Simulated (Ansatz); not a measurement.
An Ansatz (a quantum-chemistry and plane-wave program) input (Kohn–Sham DFT with the r2SCAN+rVV10 functional, run in Ansatz with PAW and 500 eV plane waves, no SOC, earlier PAW set):

Ansatz 0.2 input:
```yaml
crystal:
  lattice:
    - [3.7927368188, 0, 0]
    - [0, 3.7927368188, 0]
    - [0, 0, 31.5860502358]
  atoms:
    - { symbol: Sn, position: [0, 0.5, 0.2374465925] }
    - { symbol: O, position: [0, 0, 0.2737418621] }
    - { symbol: O, position: [0.5, 0.5, 0.2737418621] }
    - { symbol: Sn, position: [0.5, 0, 0.3100371316] }
    - { symbol: Sn, position: [0, 0.5, 0.3882853512] }
    - { symbol: O, position: [0, 0, 0.4245806207] }
    - { symbol: O, position: [0.5, 0.5, 0.4245806207] }
    - { symbol: Sn, position: [0.5, 0, 0.4608758902] }
    - { symbol: Sn, position: [0, 0.5, 0.5391241098] }
    - { symbol: O, position: [0, 0, 0.5754193793] }
    - { symbol: O, position: [0.5, 0.5, 0.5754193793] }
    - { symbol: Sn, position: [0.5, 0, 0.6117146488] }
    - { symbol: Sn, position: [0, 0.5, 0.6899628684] }
    - { symbol: O, position: [0, 0, 0.7262581379] }
    - { symbol: O, position: [0.5, 0.5, 0.7262581379] }
    - { symbol: Sn, position: [0.5, 0, 0.7625534075] }
basis: { ecutwfc: 500, ecutrho_ratio: 4, xc_grid: 4, fft_grid_basis: typed }
kpoints: { mp_grid: { grid: [9, 9, 1] } }
hamiltonian:
  xc: r2scan
  dispersion: rvv10
  pseudopotentials: { azcp: { folder: ./paw }, kind: paw }
scf: { occupations: { method: fermi_dirac, width: 0.05 } }
relax: { f_tol: 0.01, max_steps: 60, cell: { stress_tol: 0.02, fix: [c, alpha, beta] } }
output: { forces: true, stress: true }
checkpoint: { write: state.ck, write_every: 1000 }
```

**Question.** Which symmetry and how many k-points will the program report, and about how many plane waves at Γ?

**Answer.** Space group P4/nmm (ITA 129) with 16 operations, k-points 15 of 81, and 11467 plane waves at Γ.

No phonon test of stability was made. The cell was made from SnO in the litharge type structure (space group P4/nmm, No. 129; layered, stacked along the Cartesian z axis) by this change: a free-standing slab of 4 layers (16 atoms, 4 a layer) is cut normal to the stacking axis, with 15 Å of vacuum and the in-plane cell relaxed.
